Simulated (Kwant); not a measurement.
Model system: stadium cavity between two wires in a CdTe two-dimensional gas. Effective mass 0.096 mₑ, grid spacing 17 nm, hard walls, nominal width 200 nm (11 grid rows, so walls 204 nm apart), one parabolic valley, scattering region 1200 nm long along x; energies count from the band bottom; Fermi energy swept from 7.834e-05 to 0.0011751 eV. Cavity of radius 240 nm, straight part 240 nm, centre moved sideways by 0 nm.

Constants are typed, rounded textbook-type inputs, not results; the design itself was drawn at random and stands for no fabricated device.

Kwant, effective-mass tight-binding model on a square grid, one spin, coherent transport at 0 K. Conductance is in e²/h.

Question: How many channels do the leads carry at E = 0.760 meV?

Answer: The hard-wall thresholds are n² ħ²π²/(2mW²) = n² × 0.0941 meV with W = 204 nm. √(0.760/0.0941) = 2.84, so 2.
